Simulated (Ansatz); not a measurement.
Consider Si in the diamond structure (space group Fd-3m, No. 227; a = 5.4336 Å).

All numbers come from DFT with PBEsol, PAW potentials and a 420 eV plane-wave cutoff in Ansatz (a first-principles code), scalar-relativistic without spin-orbit coupling, earlier PAW set.

One change was made to it. Results:

The lattice parameter a goes up by 0.177 Å, from 5.434 Å to 5.611 Å; the band gap changes from 0.47 eV to zero.

Question: Which of these changes matches the shifts?
A. Si → Mo
B. Si → Te
C. Si → P
D. Si → Os

Answer: A, Si → Mo. For comparison, the lattice parameter a in the other runs: Si → P gives 5.375 Å; Si → Te gives 7.061 Å; Si → Os gives 5.501 Å.

Stability against distortions was not tested. As relaxed here, Mo, P, Te and Os are hypothetical phases, not in the database extracts checked. The final runs are not spin-polarised.
